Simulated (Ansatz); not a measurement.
Base system: TiSi₂ (space group Fddd, No. 70; a = 4.779 Å, b = 8.230 Å, c = 8.521 Å). Axes: x, y, z lie along a, b, c of the conventional cell.

Structures relaxed with r2SCAN in Ansatz (plane waves to 500 eV, PAW, spin-orbit coupling left out).

Base:

Simulated powder pattern, Mo Kα, λ = 0.71073 Å (kinematic, ideal powder, no thermal factors, no anomalous dispersion; the 14 strongest lines at most, above 2 %, up to 2θ = 40°):

```
2θ (°)  I/Imax (%)    hkl
------  ----------  -----
10.97          9.7  (111)
13.79          8.5  (022)
17.84          100  (131)
19.21           41  (004)
19.64           76  (202)
22.47           51  (133)
29.73           21  (135)
30.30           20  (331)
31.59           17  (062)
33.32           15  (333)
33.85           14  (206)
34.76           12  (260)
38.29          8.9  (137)
38.74          8.6  (335)
```

After one change:

Simulated powder pattern, Mo Kα, λ = 0.71073 Å (kinematic, ideal powder, no thermal factors, no anomalous dispersion; the 14 strongest lines at most, above 2 %, up to 2θ = 40°):

| 2θ (°) | I/Imax (%) |
|---|---|
| 13.79 | 15 |
| 17.79 | 84 |
| 17.90 | 100 |
| 19.21 | 75 |
| 19.43 | 72 |
| 19.85 | 68 |
| 22.33 | 52 |
| 22.61 | 41 |
| 29.55 | 18 |
| 29.91 | 21 |
| 30.19 | 20 |
| 30.41 | 17 |
| 31.59 | 31 |
| 34.77 | 23 |

### Question
Which change produced these results?
(A) biaxial strain −0.52 %, plane normal [001], relaxed out of plane
(B) isotropic strain −5.29 %
(C) tensor shear ε_xz = +1.26 %
(D) isotropic strain +4.09 %

### Answer
C, tensor shear ε_xz = +1.26 %. Its volume per atom is 13.96 Å³ against 13.96 Å³, and its space group is C2/c (No. 15).

Stability against distortions was not tested. The final runs are not spin-polarised.

Ansatz is a quantum-chemistry and plane-wave program.
